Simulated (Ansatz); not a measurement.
## A computed series for InSb: response to strain

The parent structure is InSb in the zinc blende structure (space group F-43m, No. 216; a = 6.5561 Å). Axes: x, y, z lie along the cube axes.

Strains are applied to the cell and any free atomic positions relax; under biaxial strain the out-of-plane vector relaxes too.

The values are results of Ansatz (an electronic-structure program), r2SCAN, PAW, cutoff 500 eV, no SOC, not measurements.

Notes on the quantities. pressure: mean of the normal stresses, compression positive; energy relative to the base: free energy F.

| change | band gap | pressure | energy relative to the base | volume per atom |
|---|---|---|---|---|
| base | zero | 0.0 GPa | 0 meV/atom | 35.23 Å³ |
| biaxial strain −2.50 %, plane normal [111], relaxed out of plane | 0.11 eV | ? | ? | 33.99 Å³ |
| biaxial strain −2.08 %, plane normal [111], relaxed out of plane | 0.10 eV | 1.4 GPa | +9.2 meV/atom | 34.19 Å³ |
| biaxial strain −1.67 %, plane normal [111], relaxed out of plane | 0.10 eV | 1.1 GPa | +5.9 meV/atom | 34.39 Å³ |
| biaxial strain −1.25 %, plane normal [111], relaxed out of plane | 0.08 eV | 0.8 GPa | +3.3 meV/atom | 34.60 Å³ |
| biaxial strain −0.42 %, plane normal [111], relaxed out of plane | zero | 0.3 GPa | +0.4 meV/atom | 35.02 Å³ |

Question: What belongs in the blanks?

Answer: 
- biaxial strain −2.50 %, plane normal [111], relaxed out of plane, pressure: 1.7 GPa
- biaxial strain −2.50 %, plane normal [111], relaxed out of plane, energy relative to the base: +13 meV/atom

With Sb present, leaving out spin-orbit coupling can change the band edges. Whether these cells are dynamically stable was not tested. The final runs are not spin-polarised. Gaps under 0.05 eV, about the width of the smearing, are given as zero. A zero or small gap of InSb can be the functional's error rather than a property of the material.
